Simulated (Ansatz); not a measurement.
# Pressure series in Ba2CuHgO4

The reference is Ba$_{2}$CuHgO$_{4}$ (space group P4/mmm, No. 123; a = 3.853 Å, c = 9.550 Å; a cell from a computed database, its experimental status unchecked).

Cell and atoms are relaxed at each pressure.

All numbers come from Ansatz (a quantum-chemistry and plane-wave program) PBEsol, no spin-orbit coupling.

Notes on the quantities. enthalpy: H = E + PV relative to the base's energy.

| case | enthalpy | c/a ratio | volume per atom |
|---|---|---|---|
| base | – | 2.479 | 17.72 Å³ |
| pressure 0.3 GPa | +0.03 eV/atom | 2.477 | 17.64 Å³ |
| pressure 0.7 GPa | +0.08 eV/atom | 2.474 | 17.55 Å³ |
| pressure 1.5 GPa | +0.16 eV/atom | 2.467 | 17.36 Å³ |

Load acts through the strain it causes; cell and atoms are relaxed under it. Stability against distortions was not tested. No Hubbard U is applied and the magnetic state is the run's own (Ba2CuHgO4 not spin-polarised); small cells can't hold the antiferromagnetic order that many such compounds have, so gaps and moments can be off. The final runs are not spin-polarised. An odd electron count without spin: Ba2CuHgO4.
